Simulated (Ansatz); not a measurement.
Abridged Ansatz (an electronic-structure program) output:

```
Relaxation: its limit of steps is 60 (relax.max_steps)
Pseudopotential: Si, paw, valence charge 4
Pseudopotential: N, paw, valence charge 5
Crystal: 14 atoms, lattice volume = 146.533 Å³
Basis set: ecut = 420 eV, 2859 PW (Γ), exchange–correlation on 108×108×40 points (8 copies of the dense FFT grid, shifted against one another)
Bands: 46, of which v1, the nominal top of the filled ones, is band 32 counted from 1 (31 counted from 0)
Symmetry: 12 space group operations
k-points: 20 of 144
Functional: x = pbesol(κ = 0.804, μ = 0.12345679012345678), c = pbesol(β = 0.046)
SCF iter   1: F=—  HF=-6773.841941 eV  |F-HF|=—  |Δ(HF+E_count)|=         —  Δρ=9.89e-3  dr2=1.37e-1  ethr=1.77e-3  ⟨swp⟩=7.2  Hψ=4858  notcnv=0  defer=15
SCF iter   2: F=—  HF=-6773.802842 eV  |F-HF|=—  |Δ(HF+E_count)|=   3.91e-2  Δρ=1.75e-3  dr2=3.62e-3  ethr=2.13e-4  ⟨swp⟩=2.1  Hψ=1656  notcnv=0  defer=163
SCF 1 converged in 7 iterations: F = -6773.802955 eV  dr2 = 1.60e-8
relax step   1: F+E_penalty+E_count = -6773.80295512 eV  Δ(F+E_penalty+E_count) = +0.000e0 eV  max|allowed force component| = 9.460e-4 eV/Å  Δτ_max = 0.0000 Å  P = +0.000 GPa  Ω = 146.533 Å³  (7 SCF iters, dr2 threshold 1.00e-7 eV, accepted)
[... steps on the carried basis left out ...]
relax step   4: F+E_penalty+E_count = -6773.80295567 eV  Δ(F+E_penalty+E_count) = +3.798e-4 eV  max|allowed force component| = 3.539e-4 eV/Å  Δτ_max = 0.0000 Å  P = +0.292 GPa  Ω = 146.355 Å³  stress off target by 8.62e-3 GPa  SCF on the basis re-selected at this cell (its energy is not comparable with the rows above)  (6 SCF iters)
SCF converged after 6 iterations
Free energy (F): -6773.802956 eV
Internal energy: -6773.802956 eV  (E = F + TS)
E sigma→0 (E₀):  -6773.802956 eV
Fermi energy:    10.249850 eV
--- Forces (eV/Å), atoms counted from 1 ---
  atom   1  Si     0.00000816    -0.00025950     0.00000000
  atom   2  Si    -0.00000816     0.00025950    -0.00000000
  atom   3  Si     0.00022882    -0.00012268    -0.00000000
[...]
--- Stress (GPa, compression-positive) ---
        0.291382       0.000000       0.000000
       -0.000000       0.291382       0.000000
        0.000000       0.000000       0.294289
  P = ⅓ Tr σ = 0.2924 GPa (2.924 kbar)
--- Relaxed structure (3 steps of the walk, 3 accepted, 1 SCFs on fresh bases) ---
  cell:  # Å, volume = 146.3555 Å³
    - [7.621554410351374, 3.281825965417582e-20, -4.93241912913874e-35]
    - [-3.810777205175687, 6.600459735689618, -1.4620191507216495e-34]
    - [-1.8827989327204758e-35, -7.531195730881903e-35, 2.9093180746469858]
  atoms:
    - { symbol: Si, position: [0.23250996963357162, 0.8261289238765255, 0.7499999999999999] }
    - { symbol: Si, position: [0.7674900303664283, 0.17387107612347427, 0.24999999999999997] }
    - { symbol: Si, position: [0.40638104575704614, 0.23250996963357168, 0.24999999999999997] }
    - { symbol: Si, position: [0.593618954242954, 0.7674900303664282, 0.7499999999999999] }
    - { symbol: Si, position: [0.1738710761234743, 0.40638104575704603, 0.7499999999999999] }
    - { symbol: Si, position: [0.8261289238765255, 0.5936189542429539, 0.24999999999999997] }
    - { symbol: N, position: [0.33333333333333326, 0.6666666666666665, 0.7499999999999999] }
    - { symbol: N, position: [0.6666666666666665, 0.33333333333333326, 0.24999999999999997] }
    - { symbol: N, position: [0.9704535420470322, 0.6700158855954826, 0.7499999999999999] }
    - { symbol: N, position: [0.029546457952967592, 0.32998411440451714, 0.24999999999999997] }
    - { symbol: N, position: [0.3004376564515494, 0.9704535420470319, 0.24999999999999997] }
    - { symbol: N, position: [0.6995623435484505, 0.02954645795296764, 0.7499999999999999] }
    - { symbol: N, position: [0.32998411440451714, 0.30043765645154946, 0.7499999999999999] }
    - { symbol: N, position: [0.6700158855954828, 0.6995623435484503, 0.24999999999999997] }
```

### Question
What was computed, and what are the main results?

### Answer
Si3N4, 14 atoms in the cell, with DFT with PBEsol, PAW potentials and a 420 eV plane-wave cutoff in Ansatz, no SOC, from a series relaxed to a target (pressure 0.3 GPa). The last SCF converged to F = -6773.802956 eV, or -483.8431 eV per atom, at a pressure of 0.29 GPa. The total energy compares only with runs of the same code, potentials and settings.

Load acts through the strain it causes; cell and atoms are relaxed under it. Stability against distortions was not tested. The cell was made from Si3N4 (space group P6_3/m, No. 176) by this change: pressure 0.3 GPa.

Keys are those of Ansatz 0.2.
